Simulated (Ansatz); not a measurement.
The starting structures come from a database of crystals and need not be the phases stable at ambient conditions.

By PBEsol, the system below comes out a metal.

Input:

```
CELL_PARAMETERS angstrom
      5.48564     0.00000     0.00000
     -2.74282     4.75070     0.00000
      2.74282     1.58357     2.23950
ATOMIC_POSITIONS crystal
  Nb 0.00000 0.00000 0.00000
  Rh 0.50000 0.50000 0.00000
  Rh 0.50000 0.00000 0.00000
  Rh 0.00000 0.50000 0.00000
```

Space group of this cell: Pm-3m, Cu3Au type. The cell is taken as given; by PBEsol its mean pressure is -6.9 GPa.

The current flows along the normal of the first two printed cell vectors, the (111) plane of the conventional cell. No spin-orbit coupling; the value is a mean over 0.1 eV about the Fermi level.

Task: Predict the ballistic conductance per area from PBEsol (Ansatz, an electronic-structure program).

Result: 0.79 × 10¹⁵ S/m² for both spins.
